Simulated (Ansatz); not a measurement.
# Nb: response to strain

The parent structure is Nb in the bcc (W type) structure (space group Im-3m, No. 229; a = 3.273 Å; relaxed with 0.1 eV smearing).

Strains are applied to the cell and any free atomic positions relax.

Calculations: Kohn–Sham DFT with the PBEsol functional, run in Ansatz (a first-principles code) with PAW and 420 eV plane waves, without spin-orbit coupling.

Notes on the quantities. energy relative to the base: free energy F.

```
change                    shortest interatomic distance  energy relative to the base   pressure
------------------------  -----------------------------  ---------------------------  ---------
base                                            2.834 Å                   0 meV/atom    0.0 GPa
isotropic strain −3.00 %                        2.749 Å                 +87 meV/atom   19.5 GPa
isotropic strain −2.50 %                        2.764 Å                          ___        ___
isotropic strain −1.50 %                        2.792 Å                 +21 meV/atom    8.9 GPa
isotropic strain −1.00 %                        2.806 Å                +9.1 meV/atom    5.8 GPa
isotropic strain −0.50 %                        2.820 Å                +2.3 meV/atom    2.8 GPa
isotropic strain +1.00 %                        2.863 Å                +8.7 meV/atom   -5.1 GPa
isotropic strain +1.50 %                        2.877 Å                 +19 meV/atom   -7.4 GPa
isotropic strain +2.00 %                        2.891 Å                 +34 meV/atom   -9.6 GPa
isotropic strain +3.00 %                        2.919 Å                 +74 meV/atom  -13.6 GPa
```

Question: Some entries are withheld; estimate them.

Answer: 
- isotropic strain −2.50 %, energy relative to the base: +59 meV/atom
- isotropic strain −2.50 %, pressure: 15.8 GPa

Stability against distortions was not tested. All final runs are without spin polarisation.
